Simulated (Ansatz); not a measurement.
The reference is YN in the rock salt structure (space group Fm-3m, No. 225; a = 4.896 Å). Axes: x, y, z lie along the cube axes.

The values are results of r2SCAN, PAW, 500 eV (Ansatz, a first-principles code; no spin-orbit coupling), not measurements.

The change: every lattice vector is stretched by 0.50 %; the atoms relax in the strained cell.

Question: Predict the stress tensor and what it implies for the stiffness.

Answer: Stress of the strained cell less that of the base (GPa, compression positive):
```
  -2.46    0.00    0.00
   0.00   -2.46    0.00
   0.00    0.00   -2.46
```

Then B = −ΔP/(ΔV/V₀) with ΔV/V₀ = 0.0151 gives secant stiffness values (nonlinear terms included at this strain): B ≈ 163 GPa.

No phonon test of stability was made.
